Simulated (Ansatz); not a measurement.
Consider the following.

End structure of a constructed model of the (110) surface of bcc V, a layer of Fe in place of the second plane (bottom of the slab: a bare face, its two planes held):

```xyz
6
Lattice="2.5956 0.0000 0.0000 -0.8652 2.4472 0.0000 0.0000 0.0000 26.5000" Properties=species:S:1:pos:R:3 pbc="T T T"
V      0.8652     1.2236     8.0777
V      0.0000     0.0000    10.1970
V      0.8652     1.2236    12.2987
V      0.0000     0.0000    14.3904
Fe     0.8652     1.2236    16.3562
V      0.0000     0.0000    18.2332
```

Slab: 6 atoms, 10.3 Å thick at the start (thin: gaps and levels are the slab's own); k 15x15x1, smearing 0.1 eV, dipole-corrected; 2 atoms held, the rest relaxed; start symmetry kept, larger cells not searched; spin-polarised, ending with about 0.9 μB a cell; orders that need a larger cell were not tried, no spin-orbit, no U. It is one candidate, not shown to be the stable structure of the face.

Q: Predict the work function of the top face from PBE (Ansatz, a first-principles code).

A: 4.70 eV
